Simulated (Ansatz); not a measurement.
The starting structures come from a database of crystals and need not be the phases stable at ambient conditions.

 Where the default PAW files enter, the runs use the earlier of Ansatz's two default sets.

# Evanescent states of SnO2 (Pa-3, not sure to be the ambient phase, 12 atoms a cell, 11.6 Å³ an atom, -9 GPa at this level) along the normal of (001)

These are r2SCAN (plane waves, PAW; Ansatz, a quantum-chemistry and plane-wave program) values and carry that method's errors.

The gap is the functional's own, uncorrected, and κ follows it; spin-orbit coupling is left out. Mid-gap values are interpolated between the computed energies.

Energies count from the valence-band top; κ is the least over a 6×6 mesh across the current.

```
E (eV)  κ (1/Å)  where
------  -------  -----
0.04      0.078      Γ
0.10      0.094      Γ
0.17      0.104      Γ
0.24      0.111      Γ
0.32          ?      Γ
0.39          ?      Γ
0.46          ?      Γ
0.53          ?      Γ
0.59          ?      Γ
0.67      0.111      Γ
0.73          ?      Γ
0.81          ?      Γ
0.88      0.090      Γ
0.94      0.079      Γ
1.01      0.063      Γ
1.08      0.040      Γ
```

Question: Fill in the missing entries.

Answer: 
- 0.32, κ (1/Å): 0.115
- 0.39, κ (1/Å): 0.117
- 0.46, κ (1/Å): 0.118
- 0.53, κ (1/Å): 0.117
- 0.59, κ (1/Å): 0.115
- 0.73, κ (1/Å): 0.106
- 0.81, κ (1/Å): 0.099
